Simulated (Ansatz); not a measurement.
The starting structures come from a database of crystals and need not be the phases stable at ambient conditions.

 Where the default PAW files enter, the runs use the earlier of Ansatz's two default sets.

Input:

```yaml
crystal:
  lattice:
    - [4.95458, 0.00000, 0.00000]
    - [0.00000, 4.95458, 0.00000]
    - [2.47729, -2.47729, 3.65567]
  atoms:
    - { symbol: Si, position: [0.00000, 0.00000, 0.00000] }
    - { symbol: Si, position: [0.25000, 0.25000, 0.50000] }
    - { symbol: O, position: [0.62500, 0.22179, 0.25000] }
    - { symbol: O, position: [0.22179, 0.12500, 0.75000] }
    - { symbol: O, position: [0.12500, 0.02821, 0.25000] }
    - { symbol: O, position: [0.02821, 0.62500, 0.75000] }
```

Space group of this cell: I-42d. The cell is taken as given.

Method: r2SCAN (plane waves, PAW; Ansatz, a program for electronic structure).

The current runs along the normal of the first two printed vectors; no spin-orbit coupling. Scaled by the factor s: the length along the current (ions clamped). Meshes 8×8×8 and 6×6 across the current in all rows.

```
s     mean pressure (GPa)  slowest mid-gap decay constant κ (1/Å)
----  -------------------  --------------------------------------
0.97                  5.4                                   0.566
1.00                  0.1                                   0.552
1.03                 -4.7                                       ?
```

Question: Take the slope of the slowest mid-gap decay constant κ against ln s from the two given rows, extrapolate to s = 1.03, and say what the run there gives.

Answer: Slope = (0.566 − 0.552) / ln 0.97 = -0.460 1/Å. The line gives 0.552 + (-0.460) × ln 1.03 = 0.538 1/Å. The run gives 0.537 1/Å, 0.001 1/Å under the line, 10 % of the predicted step.
